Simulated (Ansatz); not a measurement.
Start from TiAl (space group P4/mmm, No. 123; a = 2.7963 Å, c = 4.0381 Å; relaxed with 0.1 eV smearing). Axes: x, y, z lie along a, b, c of the conventional cell.

All numbers come from plane-wave PAW DFT at the PBEsol level (Ansatz, a quantum-chemistry and plane-wave program, 420 eV), no SOC.

Strains are applied to the cell and any free atomic positions relax.

One change was made to it. Results:

| quantity | base | after |
|---|---|---|
| energy relative to the base (free energy F) | 0 meV/atom | +3.4 meV/atom |
| shortest interatomic distance | 2.796 Å | 2.796 Å |

Q: Which of these changes matches the shifts?
(A) uniaxial strain ε_zz = −2.50 %
(B) uniaxial strain ε_zz = +2.00 %
(C) uniaxial strain ε_zz = +2.50 %
(D) uniaxial strain ε_zz = +3.00 %

A: B, uniaxial strain ε_zz = +2.00 %. For comparison, the energy relative to the base in the other runs: uniaxial strain ε_zz = −2.50 % gives +5.5 meV/atom; uniaxial strain ε_zz = +2.50 % gives +5.3 meV/atom; uniaxial strain ε_zz = +3.00 % gives +7.6 meV/atom.

No phonon test of stability was made. The final runs are not spin-polarised.
